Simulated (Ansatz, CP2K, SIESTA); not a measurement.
One structure in several programs: SrP2Os2 (P1, 5 atoms in the cell)

Self-consistent single point, at a second geometry (atoms moved at random). First geometry:

```
CELL_PARAMETERS angstrom
     -2.02943     2.02943     5.69928
      2.02943    -2.02943     5.69928
      2.02943     2.02943    -5.69928
ATOMIC_POSITIONS crystal
  Sr 0.00000 0.00000 0.00000
  P  0.34985 0.34985 0.00000
  P  0.65015 0.65015 0.00000
  Os 0.75000 0.25000 0.50000
  Os 0.25000 0.75000 0.50000
```

Second geometry:
```
Sr(POs)2
1.0
   -2.02943     2.02943     5.69928
    2.02943    -2.02943     5.69928
    2.02943     2.02943    -5.69928
Sr P Os
1 2 2
Cartesian
 -0.02622  -0.03053  -0.04895
  0.04650   0.01013   3.98304
  0.00845   0.02708   7.45545
  0.02401   2.03995   2.87463
  1.97670  -0.01721   2.83366
```

Shared settings, as Ansatz (a first-principles code) writes them: kpoints.mp_grid.grid = 7 7 7; scf.occupations.method = fermi_dirac; scf.occupations.width = 0.1 eV. Potentials and cutoffs stand in the table.

| code | model | ΔF from the first geometry (meV/atom) | pressure (GPa) | largest force (eV/Å) | cutoff |
|---|---|---|---|---|---|
| CP2K | PBEsol, GPW, DZVP-MOLOPT-SR-GTH basis, GTH-PBE potentials (GTH_POTENTIALS) | 28.3 | 0.52 | 1.969 | grid 500 Ry |
| SIESTA | GGA PBEsol, numerical atomic orbitals DZP, PseudoDojo PBEsol standard norm-conserving potentials (rewritten from UPF to PSML) | 34.7 | 3.43 | 2.129 | grid 300 Ry |
| Ansatz | PBEsol, PAW files made with PBE | 26.7 | -0.22 | 1.916 | 420 eV |

Size of the force on each atom (eV/Å): Sizes of forces hide their directions.

```json
[
 {"code": "CP2K", "Sr1": "0.231", "P2": "1.410", "P3": "1.220", "Os4": "0.890", "Os5": "1.969"},
 {"code": "SIESTA", "Sr1": "0.315", "P2": "1.700", "P3": "1.606", "Os4": "1.088", "Os5": "2.129"},
 {"code": "Ansatz", "Sr1": "0.214", "P2": "1.316", "P3": "1.120", "Os4": "0.886", "Os5": "1.916"}
]
```

On Ansatz's run: spin-orbit coupling is off. Spin polarisation is off.

The spread over the programs that give each value: ΔF from the first geometry within 8.0 meV/atom; pressure within 3.65 GPa; largest force within 0.213 eV/Å.

CP2K and SIESTA use small atom-centred bases, whose incompleteness enters pressures, forces and empty levels differently from a plane-wave cutoff. Ansatz's pressure is given at a fixed set of plane waves, as the other plane-wave codes print theirs; with its correction for the finite basis it is -0.18 GPa.

The starting cell comes from a database of computed structures (which also holds hypothetical and non-ambient phases and stackings), without a prior relaxation at this level. For this run, on top of that: atoms moved at random.

Keys are those of Ansatz 0.2.
